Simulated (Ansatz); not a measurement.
SrO: band gap against strain

SrO (rock salt, Fm-3m, 16.801 Å³/atom at rest, cube axes along x, y and z) under a strain ε along a cube axis (axis z), the other axes held. PBEsol in Ansatz, a plane-wave DFT program (PAW, default set), 420 eV, 11×11×11 Γ-centred mesh, Fermi-Dirac smearing 0.05 eV; ions are relaxed within the symmetry of each cell. Gaps are the smallest over the k-mesh and a band path, without spin-orbit coupling; in all rows the valence edge lies at Γ and the conduction edge at about 1.2 Å⁻¹ from Γ.

Here s stands for strain and Eg for gap.

```
strain (%)  gap (eV)
----------  --------
-3.00              ?
-1.50           3.11
-1.00           3.14
-0.50           3.17
0.00            3.20
```

Problem. Fit Eg against s with a straight line, and predict the withheld value at s = -3.00.

Solution. Means: s -0.75000, Eg 3.155. About the means, the sum of products is 0.075000 and the sum of squares of s is 1.2500; the slope is their ratio. Least squares gives Eg = 3.200 + 0.0600·s. Residuals (row less fit): 0.000, 0.000, 0.000, 0.000; standard error 0.000 (degrees of freedom: 2). Over these rows the gap moves by 6.0 ± 0.3 eV per unit strain. At the withheld row, Eg = 3.200 + 0.0600 × (-3.0) = 3.020 eV. The calculation gives 3.01 eV, 0.010 eV below the prediction (5.3 % of the range of Eg in the table). The row lies outside the fitted rows, so this is an extrapolation. The fitted rows scatter only by rounding.

Rows are the converged runs of the series near zero and its far end; series whose fitted rows scatter by over a few per cent of the range, as at a crossing or softening among them, aren't shown in this form. Most that stay on the fit to the last digits aren't either.
